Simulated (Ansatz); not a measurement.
Consider interstitial Zn in zinc-blende AlN, charge state +2. Level of theory: PBE, PAW (plane waves to 420 eV; Ansatz, a program for electronic structure).

Cell of 64 host sites held at the relaxed PBE lattice; the Γ point alone; Fermi-Dirac width 0.01 eV, spin-restricted; finite-size errors left in. No zero-point or tunnelling terms. The host's phase is taken as given; its stability against other phases was not computed. The charge state is imposed; whether it is stable for some Fermi level was not computed. Sites that were not tried may lie lower.

Barriers: single points on a 2×2×2 k-point mesh shifted by half a step at the bands' geometries.

Relaxed starting cell (atoms counted from 1):

```xyz
65
Lattice="8.8062 0.0000 0.0000 0.0000 8.8062 0.0000 0.0000 0.0000 8.8062" Properties=species:S:1:pos:R:3 pbc="T T T"
Al    -0.0070    -0.0197    -0.0198
Al    -0.0212    -0.0343     4.4245
Al    -0.0213     4.4254    -0.0343
Al    -0.0074     4.4109     4.4111
Al     4.4380    -0.0340    -0.0341
Al     4.4235    -0.0202     4.4111
Al     4.4238     4.4110    -0.0202
Al     4.4383     4.4248     4.4252
N      1.0911     1.0786     3.3126
N      1.0858     1.0733     7.6646
N      1.0855     5.5323     3.3178
N      1.1040     5.5002     7.6972
N      5.5448     1.0730     3.3181
N      5.5126     1.0919     7.6975
N      5.5121     5.4993     3.2993
N      5.5143     5.5011     7.6965
Al    -0.1918     2.1958     2.1957
Al    -0.0281     2.1961     6.5985
Al    -0.0280     6.5983     2.1953
Al    -0.0050     6.5989     6.5984
Al     4.6093     2.1960     2.1967
Al     4.4446     2.1948     6.5981
Al     4.4446     6.5983     2.1954
Al     4.4209     6.5984     6.5986
N      1.0918     3.3133     1.0779
N      1.0857     3.3179     5.5324
N      1.0857     7.6648     1.0732
N      1.1045     7.6980     5.4992
N      5.5450     3.3181     1.0733
N      5.5126     3.2990     5.4994
N      5.5125     7.6976     1.0917
N      5.5137     7.6959     5.5015
Al     2.2082    -0.2059     2.1955
Al     2.2086    -0.0407     6.5983
Al     2.2087     4.5964     2.1961
Al     2.2082     4.4316     6.5988
Al     6.6110    -0.0405     2.1953
Al     6.6112    -0.0169     6.5983
Al     6.6117     4.4316     2.1955
Al     6.6114     4.4084     6.5982
N      3.3259     1.0778     1.0776
N      3.3307     1.0730     5.5319
N      3.3307     5.5324     1.0730
N      3.3120     5.4994     5.4997
N      7.6776     1.0736     1.0735
N      7.7109     1.0917     5.4992
N      7.7106     5.4997     1.0917
N      7.7091     5.5014     5.5009
Al     2.2084     2.1958    -0.2065
Al     2.2079     2.1956     4.5962
Al     2.2083     6.5987    -0.0403
Al     2.2082     6.5982     4.4318
Al     6.6112     2.1960    -0.0403
Al     6.6113     2.1953     4.4314
Al     6.6115     6.5988    -0.0169
Al     6.6111     6.5984     4.4075
N      3.3254     3.3132     3.3130
N      3.3310     3.3182     7.6642
N      3.3308     7.6644     3.3180
N      3.3119     7.6977     7.6977
N      7.6778     3.3180     3.3178
N      7.7102     3.2998     7.6976
N      7.7102     7.6978     3.2991
N      7.7092     7.6970     7.6963
Zn     2.2097     2.1948     2.1941
```
Cell charge +2.

End state 1 differs by these moves (Å; atoms that move under 0.08 Å are left out):

```tsv
atom	element	Δx	Δy	Δz
9	N	-0.09	0.12	0.09
11	N	0.08	0.05	-0.08
17	Al	0.16	0.01	0.01
19	Al	-0.20	-0.01	-0.02
21	Al	-0.17	0.01	-0.01
23	Al	0.20	-0.01	0.02
27	N	-0.02	-0.10	-0.02
33	Al	0.00	-1.87	0.00
35	Al	0.00	-0.38	0.00
41	N	0.09	0.12	-0.09
43	N	-0.08	0.05	0.08
49	Al	0.01	0.01	0.17
50	Al	-0.01	0.01	-0.16
51	Al	-0.02	-0.01	-0.20
52	Al	0.03	-0.01	0.20
59	N	0.02	-0.10	0.02
65	Zn	0.00	-1.84	0.00
```

Q: Predict the forward and backward barriers to end state 1 from PBE, PAW.

A: forward 1.70 eV, backward 1.66 eV; at the saddle point atom 33 has neighbours 2 N at 1.77, N at 2.27 Å. The saddle point's order was not checked, and it lies on a symmetry element of the cell, where a band can be held.
